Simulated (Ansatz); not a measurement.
## Cohesive energy of TaN (model structure, from the NbAs type, I4₁md, No. 109) at several levels of theory

No measured value is used here.

```csv
level (code),value (eV/atom),cell (Å³/atom)
LDA (Ansatz),9.22,10.44
PBE (Ansatz),…,10.93
PBEsol (Ansatz),8.50,10.63
PBE-D3(BJ) (Ansatz),8.27,10.70
r²SCAN (Ansatz),…,10.77
r²SCAN+rVV10 (Ansatz),7.95,10.71
```

Question: Fill in the missing entries.

Answer: 
- PBE (Ansatz, an electronic-structure program), value (eV/atom): 7.81
- r²SCAN (Ansatz), value (eV/atom): 7.67

Density-functional levels without +SOC have no spin–orbit coupling, which shifts binding energies of heavy elements. Each level is taken at its own relaxed cell. Cutoffs differ between the levels. Ansatz's density-functional and Hartree–Fock values are scalar-relativistic unless marked +SOC, with PAW data made under PBE.

A model structure was made by putting elements into a prototype or built by hand; it is no filed structure, need not be a known phase, and can be a saddle point held by its symmetry.
